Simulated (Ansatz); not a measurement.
Consider MgS in the rock salt structure (space group Fm-3m, No. 225; a = 5.182 Å). Axes: x, y, z lie along the cube axes.

Perturbation: uniaxial stress, 3 GPa compression along z; all other stress components relax to zero.

Levels (all Ansatz, a first-principles code, PAW): PBEsol (420 eV, scalar-relativistic without spin-orbit coupling); r2SCAN (500 eV, scalar-relativistic without spin-orbit coupling); HSE06 (420 eV, without spin-orbit coupling).

At the geometry relaxed with PBEsol, these levels gave the following band gaps, in shuffled order: (a) 3.39 eV, (b) 3.74 eV, (c) 2.63 eV.

Match each gap to its level.

(a) r2SCAN; (b) HSE06; (c) PBEsol.

Single points use the geometry relaxed with PBEsol. HSE06 was sampled on its mesh, a few special points and the semilocal edge points, so its gap is an upper bound. Load acts through the strain it causes; cell and atoms are relaxed under it. Stability under load was not tested beyond the relaxation.
